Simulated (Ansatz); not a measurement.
An Ansatz (a program for electronic structure) input (DFT with PBEsol, PAW potentials and a 420 eV plane-wave cutoff in Ansatz, no SOC):

Ansatz 0.2 input:
```yaml
crystal:
  lattice:
    - [-2.3051484422, 2.3051484422, 6.37008625]
    - [2.3051484422, -2.3051484422, 6.37008625]
    - [2.3051484422, 2.3051484422, -6.37008625]
  atoms:
    - { symbol: Pb, position: [0.5, 0.5, 0] }
    - { symbol: Pb, position: [0.25, 0.75, 0.5] }
    - { symbol: F, position: [0.3051439218, 0.3051439218, 0] }
    - { symbol: F, position: [0.0551439218, 0.5551439218, 0.5] }
    - { symbol: F, position: [0.4448560782, 0.9448560782, 0.5] }
    - { symbol: F, position: [0.6948560782, 0.6948560782, 0] }
basis: { ecutwfc: 420, ecutrho_ratio: 4, xc_grid: 2, fft_grid_basis: typed }
kpoints: { mp_grid: { grid: [10, 10, 10] } }
hamiltonian:
  xc: pbesol
  dispersion: none
  pseudopotentials: { kind: paw }
scf: { occupations: { method: fermi_dirac, width: 0.05 }, convergence: { dr2_threshold: 0.0000000006 } }
relax: { f_tol: 0.005, max_steps: 50 }
output: { forces: true, stress: true }
checkpoint: { write: state.ck, write_every: 1000 }
```

Q: Which symmetry and how many k-points will the program report, and about how many plane waves at Γ?

A: Space group I41/amd (ITA 141) with 16 operations, k-points 102 of 1000, and 2629 plane waves at Γ.

Q: And the final pressure?

A: 1.42 GPa (compression positive).

The cells carry an imposed strain or load. Whether these cells are dynamically stable was not tested. The cell was made from PbF$_{2}$ in the anatase structure (space group I4_1/amd, No. 141; a hypothetical phase, not in the database extracts checked) by this change: isotropic strain −0.88 %.
